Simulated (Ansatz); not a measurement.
**HgTe, pressure series**

The parent structure is HgTe in the zinc blende structure (space group F-43m, No. 216; a = 6.5098 Å).

Cell and atoms are relaxed at each pressure.

Calculations: PBEsol (Ansatz, a program for electronic structure, PAW, no spin-orbit coupling).

```json
[
 {"P (GPa)": "-1.00", "V (Å³/atom)": "35.372"},
 {"P (GPa)": "0.30", "V (Å³/atom)": "34.244"},
 {"P (GPa)": "0.70", "V (Å³/atom)": "33.940"},
 {"P (GPa)": "1.48", "V (Å³/atom)": "33.385"},
 {"P (GPa)": "3.00", "V (Å³/atom)": "32.447"},
 {"P (GPa)": "5.01", "V (Å³/atom)": "31.404"},
 {"P (GPa)": "7.52", "V (Å³/atom)": "30.331"},
 {"P (GPa)": "10.01", "V (Å³/atom)": "29.436"}
]
```

**Question.** Fit a third-order Birch–Murnaghan equation of state.

**Answer.** Least squares on P(V) = (3B₀/2)[(V₀/V)^(7/3) − (V₀/V)^(5/3)]·[1 + (3/4)(B₀′ − 4)((V₀/V)^(2/3) − 1)] gives V₀ = 34.48 Å³/atom, B₀ = 42 GPa and B₀′ = 5.1.

Measured bulk modulus of HgTe: 42.3 GPa (temperature not stated; as listed in Cormac Toher et al., Physical Review Materials (2017)); the computed value is for a static lattice, so the two differ by thermal effects too.

A case with no gap was solved on a k-mesh chosen for an insulator, which is coarse for it. Load acts through the strain it causes; cell and atoms are relaxed under it. Stability against distortions was not tested. Tetrahedral semiconductors of this kind turn to denser phases somewhere between about 1 and 50 GPa; those were not computed, so compressed cells here can lie past the real transition. The final runs are not spin-polarised.
